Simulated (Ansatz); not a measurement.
Hypothetical diamond Sc, pressure series

Consider Sc in the diamond structure (space group Fd-3m, No. 227; a hypothetical phase, not in the database extracts checked).

```xyz
2
Lattice="0.0000 3.2497 3.2497 3.2497 0.0000 3.2497 3.2497 3.2497 0.0000" Properties=species:S:1:pos:R:3 pbc="T T T"
Sc     1.6248     1.6248     1.6248
Sc     0.0000     0.0000     0.0000
```

Cell and atoms are relaxed at each pressure.

Calculations: Kohn–Sham DFT with the PBE functional, run in Ansatz (a quantum-chemistry and plane-wave program) with PAW and 420 eV plane waves, no SOC.

Notes on the quantities. enthalpy: H = E + PV relative to the base's energy.

```json
[
 {"case": "base", "lattice parameter a": "6.499 Å", "enthalpy": "–"},
 {"case": "pressure −2 GPa", "lattice parameter a": "7.189 Å", "enthalpy": "-0.49 eV/atom"},
 {"case": "pressure 0.3 GPa", "lattice parameter a": "6.423 Å", "enthalpy": "+0.06 eV/atom"},
 {"case": "pressure 0.7 GPa", "lattice parameter a": "6.361 Å", "enthalpy": "+0.14 eV/atom"},
 {"case": "pressure 1.5 GPa", "lattice parameter a": "6.262 Å", "enthalpy": "+0.30 eV/atom"},
 {"case": "pressure 3 GPa", "lattice parameter a": "6.107 Å", "enthalpy": "+0.58 eV/atom"},
 {"case": "pressure 5 GPa", "lattice parameter a": "5.822 Å", "enthalpy": "+0.90 eV/atom"},
 {"case": "pressure 7.5 GPa", "lattice parameter a": "5.565 Å", "enthalpy": "+1.26 eV/atom"},
 {"case": "pressure 10 GPa", "lattice parameter a": "?", "enthalpy": "+1.58 eV/atom"}
]
```

**Question.** Some entries are withheld; estimate them.

**Answer.** 
- pressure 10 GPa, lattice parameter a: 5.411 Å

Load acts through the strain it causes; cell and atoms are relaxed under it. Whether these cells are dynamically stable was not tested. No other phases were tried under pressure. All final runs are without spin polarisation. Sc has a high density of states at the Fermi level and may be magnetic at this level.
